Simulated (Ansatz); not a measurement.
Worked example: self-consistent single point of Cu (I4/mmm, 1 atom in the cell) in Ansatz (a program for electronic structure).

Computed with LDA (PW92), default PAW files made with PBE (plane waves; Ansatz).

```yaml
crystal:
  lattice:
    - [-1.45508, 1.45508, 1.36632]
    - [1.45508, -1.45508, 1.36632]
    - [1.45508, 1.45508, -1.36632]
  atoms:
    - { symbol: Cu, position: [0.00000, 0.00000, 0.00000] }
```

Reference input (self-consistent single point, DFT, LDA (PW92), plane waves, default PAW files made with PBE): basis.ecutwfc = 420 eV; kpoints.mp_grid.grid = 16 16 16; hamiltonian.xc = lda; hamiltonian.pseudopotentials = {kind: paw} (the program's default PAW files); scf.occupations.method = gaussian; scf.occupations.width = 0.1 eV. This run's input differs from it in these lines:

Ansatz 0.2 input:
```diff
@@ -11,3 +11,3 @@
   mp_grid:
-    grid: [16, 16, 16]
+    grid: [25, 25, 25]
 hamiltonian:
@@ -18,4 +18,3 @@
   occupations:
-    method: gaussian
-    width: 0.1 eV
+    method: tetrahedron
 output:
```

The program printed (abridged):

```
SCF iter   1: F=—  HF=-6555.669860 eV  |F-HF|=—  |Δ(HF+E_count)|=         —  Δρ=2.40e-2  dr2=2.97e-2  ethr=1.77e-3  ⟨swp⟩=5.0  Hψ=85051  notcnv=0
all-band conjugate gradients solve this SCF's bands
preconditioner: auto → none
SCF iter   2: F=—  HF=-6555.676793 eV  |F-HF|=—  |Δ(HF+E_count)|=   6.93e-3  Δρ=2.78e-2  dr2=5.19e-2  ethr=1.56e-4  ⟨swp⟩=3.0  Hψ=41671  notcnv=0  defer=390
SCF iter   3: F=—  HF=-6555.662374 eV  |F-HF|=—  |Δ(HF+E_count)|=   1.44e-2  Δρ=2.31e-3  dr2=1.78e-4  ethr=1.56e-4  ⟨swp⟩=2.0  Hψ=27289  notcnv=0  defer=390
   [... lines left out ...]
SCF iter   5: F=—  HF=-6555.662357 eV  |F-HF|=—  |Δ(HF+E_count)|=   2.70e-6  Δρ=7.13e-6  dr2=2.86e-9  ethr=5.26e-10  ⟨swp⟩=4.3  Hψ=76629  notcnv=0
SCF iter   6: F=-6555.662357 eV  HF=-6555.662357 eV  |F-HF|=1.27e-11  |Δ(HF+E_count)|=   7.75e-9  Δρ=1.03e-6  dr2=4.82e-11  ethr=1.51e-11  ⟨swp⟩=1.9  Hψ=51580  notcnv=0
the band table was not solved further: it holds the bands as the self-consistency loop left them (on a frozen-density pass, as that pass's own solve left …
SCF 1 converged in 6 iterations: F = -6555.662357 eV  dr2 = 4.82e-11
Stability not checked (fill_not_monotonic)
Free energy (F): -6555.662357 eV
Internal energy: -6555.662357 eV  (E = F + TS)
E sigma→0 (E₀):  -6555.662357 eV
Fermi energy:    16.784044 eV
--- Forces (eV/Å), atoms counted from 1 ---
  atom   1  Cu     0.00000000    -0.00000000    -0.00000000
--- Stress (GPa, compression-positive) ---
       -9.121082       0.000000      -0.000000
        0.000000      -9.121082       0.000000
       -0.000000       0.000000      -9.370906
  P = ⅓ Tr σ = -9.2044 GPa (-92.044 kbar)
  The stress holds the Pulay correction. Without it, at fixed plane waves, as pw.x and ABINIT print it: P = -9.3105 GPa
```

The run converged in 6 iterations. Against the reference run the free energy drops by 4.5 meV/atom and the pressure stays at -9.20 GPa.

The starting cell comes from a database of computed structures (which also holds hypothetical and non-ambient phases and stackings), without a prior relaxation at this level. Its lattice was rescaled by up to half a per cent. Spin polarisation is off. With a pressure of about -9 GPa the cell is away from its equilibrium volume at this level. Ansatz's pressure includes its estimate of the finite-basis (Pulay) stress.
